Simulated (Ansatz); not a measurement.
Input:

```yaml
crystal:
  lattice:
    - [3.15892, 0.00000, 0.00000]
    - [-1.57946, 2.73570, 0.00000]
    - [0.00000, 0.00000, 12.30906]
  atoms:
    - { symbol: Mo, position: [0.66667, 0.33333, 0.75000] }
    - { symbol: Mo, position: [0.33333, 0.66667, 0.25000] }
    - { symbol: S, position: [0.66667, 0.33333, 0.37715] }
    - { symbol: S, position: [0.33333, 0.66667, 0.87715] }
    - { symbol: S, position: [0.33333, 0.66667, 0.62285] }
    - { symbol: S, position: [0.66667, 0.33333, 0.12285] }
```

No spin polarisation.

The values are results of Ansatz (an electronic-structure program) PBE-D3(BJ), no spin-orbit coupling, not measurements. k-mesh 12×12×3 (Γ-centred); smearing 0.05 eV (Fermi–Dirac).

**Question.** Predict the band gap.

**Answer.** 0.87 eV.

**Question.** Estimate the width of the top valence band.

**Answer.** 1.62 eV.

Load acts through the strain it causes; cell and atoms are relaxed under it. No phonon test of stability was made. The cell was made from MoS₂ (space group P6_3/mmc, No. 194; layered, stacked along the Cartesian z axis) by this change: pressure −1 GPa.
